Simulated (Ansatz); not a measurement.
Start from ZrB₂ (space group P6/mmm, No. 191; a = 3.1552 Å, c = 3.5062 Å; relaxed with 0.1 eV smearing). Axes: x lies along a and z along c of the hexagonal cell.

All numbers come from PBEsol/PAW in Ansatz (an electronic-structure program), without spin-orbit coupling.

Before the change:

```
Item                             Value
-----------------------------  -------
Band gap                          zero
Pressure                       0.0 GPa
Shortest interatomic distance  1.822 Å
```

Perturbation: a pure shear with ε_xz = ε_zx = 0.0057; the atoms relax in the strained cell.

Problem. How does this affect the energy relative to the base?

Solution. The energy goes up by 1.1 meV/atom.

Problem. How does this affect the band gap?

Solution. The band gap stays zero.

Problem. How does this affect the pressure?

Solution. The pressure (mean of the normal stresses, compression positive) is still 0.0 GPa.

Problem. Predict the new shortest interatomic distance.

Solution. The shortest interatomic distance stays 1.822 Å.

No phonon test of stability was made. The final runs are not spin-polarised.
